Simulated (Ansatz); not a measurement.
# CsSnI3 (P4/mbm, No. 127, 10 atoms in the cell; start mp-616378; high-temperature phase)

These are r²SCAN+rVV10 (Ansatz, a quantum-chemistry and plane-wave program, plane waves, PAW) values and carry that method's errors.

Run with plane-wave cutoff 500 eV, 6×6×6 k mesh, Fermi–Dirac smearing 0.05 eV, scalar-relativistic PAW data made under PBE.

Cell (relaxed at this level):

```yaml
crystal:
  lattice:
    - [8.55889, 0.00000, 0.00000]
    - [0.00000, 8.55889, 0.00000]
    - [0.00000, 0.00000, 6.26033]
  atoms:
    - { symbol: Cs, position: [0.00000, 0.50000, 0.00000] }
    - { symbol: Cs, position: [0.50000, 0.00000, 0.00000] }
    - { symbol: Sn, position: [0.50000, 0.50000, 0.50000] }
    - { symbol: Sn, position: [0.00000, 0.00000, 0.50000] }
    - { symbol: I, position: [0.80529, 0.69471, 0.50000] }
    - { symbol: I, position: [0.19471, 0.30529, 0.50000] }
    - { symbol: I, position: [0.30529, 0.80529, 0.50000] }
    - { symbol: I, position: [0.69471, 0.19471, 0.50000] }
    - { symbol: I, position: [0.50000, 0.50000, 0.00000] }
    - { symbol: I, position: [0.00000, 0.00000, 0.00000] }
```

```
Property                        Value
--------  ---------------------------
band gap  0.46 eV (on the SCF k mesh)
```

Note: the relaxation could not lower the start's symmetry, so the cell can be a saddle point above a distorted one.

Spin–orbit coupling is not included; with these elements it can move the gap by several tenths of an eV or more.

Static lattice: no zero-point or thermal effects.

Computing time: about 20 core-minutes (a rough figure).

A start named mp-… is a Materials Project structure, which need not be a measured phase.
